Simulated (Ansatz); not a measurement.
```
InP
1.0
    0.00000     2.86619     2.86619
    2.86619     0.00000     2.86619
    2.86619     2.86619     0.00000
In P
1 1
Direct
  0.00000   0.00000   0.00000
  0.25000   0.25000   0.25000
```

Computed with r2SCAN with spin-orbit coupling, rigid bands (plane waves, PAW; Ansatz, a quantum-chemistry and plane-wave program). Condition of this run: hydrostatic pressure of 6 GPa (compression positive) (the target of the relaxation). Cell: cell and atoms relaxed with PBEsol, then loaded as said.

Question: Predict the hole conductivity mass (n e² τ/σ) at 300 K, by direction if it differs.

Answer: 0.51 mₑ.

Question: What conductivity effective mass do dilute electrons have at 300 K?

Answer: 0.115 mₑ.

Question: And the band gap?

Answer: 1.52 eV at this level; semilocal functionals usually fall short of the measured gap.

Rigid bands, one relaxation time for all states, no polarons. Geometry: cell and atoms relaxed with PBEsol.
